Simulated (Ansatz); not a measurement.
Consider ZnS in the zinc blende structure (space group F-43m, No. 216; a = 5.389 Å).

Level of theory: Kohn–Sham DFT with the r2SCAN functional, run in Ansatz (a quantum-chemistry and plane-wave program) with PAW and 500 eV plane waves, spin-orbit coupling left out.

Before the change:

| Property | Value |
|---|---|
| Band gap | 2.70 eV |
| Electron mass | 0.19 mₑ (at Γ) |
| Volume per atom | 19.56 Å³ |
| Hole mass | 0.21, 0.68, 0.68 mₑ (at Γ) |

The change: cell and atoms relaxed at a pressure of 2.1 GPa.

Q: How does this affect the band gap?

A: The band gap grows by 0.12 eV, from 2.70 eV to 2.82 eV.

Q: What does the calculation give for the electron mass after the change?

A: The electron mass becomes 0.20 mₑ (at Γ) (base: 0.19 mₑ (at Γ)).

Q: What happens to the volume per atom?

A: The volume per atom falls by 0.49 Å³, from 19.56 Å³ to 19.07 Å³.

Q: How does this affect the hole mass?

A: The hole mass (degenerate bands, along [100]) becomes 0.22, 0.66, 0.66 mₑ (at Γ) (base: 0.21, 0.68, 0.68 mₑ (at Γ)).

Load acts through the strain it causes; cell and atoms are relaxed under it. Masses are band curvatures over ±0.01 Å⁻¹ around the edge. Whether these cells are dynamically stable was not tested. Tetrahedral semiconductors of this kind turn to denser phases somewhere between about 1 and 50 GPa; those were not computed, so compressed cells here can lie past the real transition.
